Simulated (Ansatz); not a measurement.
A self-consistent single point of BW (Imm2, 8 atoms in the cell) with Ansatz (a quantum-chemistry and plane-wave program).

Method: LDA (PW92), default PAW files made with PBE (plane waves; Ansatz).

The change in words: lattice scaled by 0.98; kpoints.mp_grid.grid: 7 7 7 → 11 11 11; scf.occupations.width: 0.1 eV → 0.05 eV. Reference geometry:
```
CELL_PARAMETERS angstrom
     -1.57026     1.57026     8.48605
      1.57026    -1.57026     8.48605
      1.57026     1.57026    -8.48605
ATOMIC_POSITIONS crystal
  B  0.40926 0.90926 0.50000
  B  0.65631 0.65631 0.00000
  B  0.34369 0.34369 0.00000
  B  0.09369 0.59369 0.50000
  W  0.55312 0.05312 0.50000
  W  0.80312 0.80312 0.00000
  W  0.19688 0.19688 0.00000
  W  0.94688 0.44688 0.50000
```

Reference input (self-consistent single point, DFT, LDA (PW92), plane waves, default PAW files made with PBE): basis.ecutwfc = 420 eV; kpoints.mp_grid.grid = 7 7 7; hamiltonian.xc = lda; hamiltonian.pseudopotentials = {kind: paw} (the program's default PAW files); scf.occupations.method = fermi_dirac; scf.occupations.width = 0.1 eV. This run's input differs from it in these lines:

Ansatz 0.2 input:
```diff
@@ -3,5 +3,5 @@
   lattice:
-    - [-1.570257, 1.570257, 8.486047]
-    - [1.570257, -1.570257, 8.486047]
-    - [1.570257, 1.570257, -8.486047]
+    - [-1.538852, 1.538852, 8.316326]
+    - [1.538852, -1.538852, 8.316326]
+    - [1.538852, 1.538852, -8.316326]
   atoms:
@@ -18,3 +18,3 @@
 kpoints:
-  mp_grid: { grid: [7, 7, 7] }
+  mp_grid: { grid: [11, 11, 11] }
 hamiltonian:
@@ -23,3 +23,3 @@
 scf:
-  occupations: { method: fermi_dirac, width: 0.1 eV }
+  occupations: { method: fermi_dirac, width: 0.05 eV }
 output:
```

Output (repeated stretches shortened):

```
SCF iter   1: F=—  HF=-41121.828585 eV  |F-HF|=—  |Δ(HF+E_count)|=         —  Δρ=8.50e-3  dr2=7.88e-2  ethr=1.77e-3  ⟨swp⟩=6.1  Hψ=36788  notcnv=0  defer=4
all-band conjugate gradients solve this SCF's bands
preconditioner: auto → Kerker (q_TF=auto, 2.662 Å⁻¹)
SCF iter   2: F=—  HF=-41121.811214 eV  |F-HF|=—  |Δ(HF+E_count)|=   1.74e-2  Δρ=4.20e-3  dr2=1.57e-2  ethr=1.16e-4  ⟨swp⟩=2.0  Hψ=12185  notcnv=0  defer=166
SCF iter   3: F=—  HF=-41121.807062 eV  |F-HF|=—  |Δ(HF+E_count)|=   4.15e-3  Δρ=7.83e-4  dr2=2.82e-4  ethr=2.31e-5  ⟨swp⟩=2.0  Hψ=12477  notcnv=0  defer=166
SCF iter   4: F=—  HF=-41121.807017 eV  |F-HF|=—  |Δ(HF+E_count)|=   4.41e-5  Δρ=9.11e-5  dr2=8.38e-6  ethr=4.14e-7  ⟨swp⟩=2.0  Hψ=12602  notcnv=0  defer=166
SCF iter   5: F=—  HF=-41121.807014 eV  |F-HF|=—  |Δ(HF+E_count)|=   3.44e-6  Δρ=3.07e-5  dr2=1.28e-6  ethr=1.23e-8  ⟨swp⟩=2.1  Hψ=12641  notcnv=0  defer=168
SCF iter   6: F=-41121.807014 eV  HF=-41121.807014 eV  |F-HF|=6.54e-8  |Δ(HF+E_count)|=   2.31e-7  Δρ=7.53e-6  dr2=8.28e-8  ethr=1.47e-10  ⟨swp⟩=7.1  Hψ=40734  notcnv=0
SCF 1 converged in 6 iterations: F = -41121.807014 eV  dr2 = 8.28e-8
Free energy (F): -41121.807014 eV
Internal energy: -41121.787291 eV  (E = F + TS)
E sigma→0 (E₀):  -41121.797152 eV
Entropy (-TS):   -0.019723 eV (-2.465 meV/atom)
Fermi energy:    22.695153 eV
--- Forces (eV/Å), atoms counted from 1 ---
  atom   1  B     -0.00000000     0.00000000    -0.62202484
  atom   2  B     -0.00000000     0.00000000    -0.03609332
  atom   3  B      0.00000000     0.00000000     0.12135749
  atom   4  B      0.00000000     0.00000000     0.06065667
  atom   5  W      0.00000000     0.00000000     0.03756033
  atom   6  W      0.00000000     0.00000000     0.06812400
  atom   7  W      0.00000000     0.00000000     0.18473696
  atom   8  W      0.00000000     0.00000000     0.18574469
--- Stress (GPa, compression-positive) ---
        9.346714       0.000000       0.000000
        0.000000       9.375198       0.000000
        0.000000       0.000000       9.439382
  P = ⅓ Tr σ = 9.3871 GPa (93.871 kbar)
  The stress holds the Pulay correction. Without it, at fixed plane waves, as pw.x and ABINIT print it: P = 9.2284 GPa
```

The run converged in 6 iterations. Against the reference run the free energy falls by 5.3 meV/atom, the pressure goes from -12.76 to 9.39 GPa and the largest force goes from 0.534 to 0.622 eV/Å.

The starting cell comes from a database of computed structures (which also holds hypothetical and non-ambient phases and stackings), without a prior relaxation at this level. Its lattice was rescaled by up to half a per cent. One atom was moved a little off its site on purpose. For this run, on top of that: lattice scaled by 0.98. Spin polarisation is off. With a pressure of about 9 GPa the cell is away from its equilibrium volume at this level. Ansatz's pressure includes its estimate of the finite-basis (Pulay) stress.

Cost on one core of a shared machine: roughly 60 s.
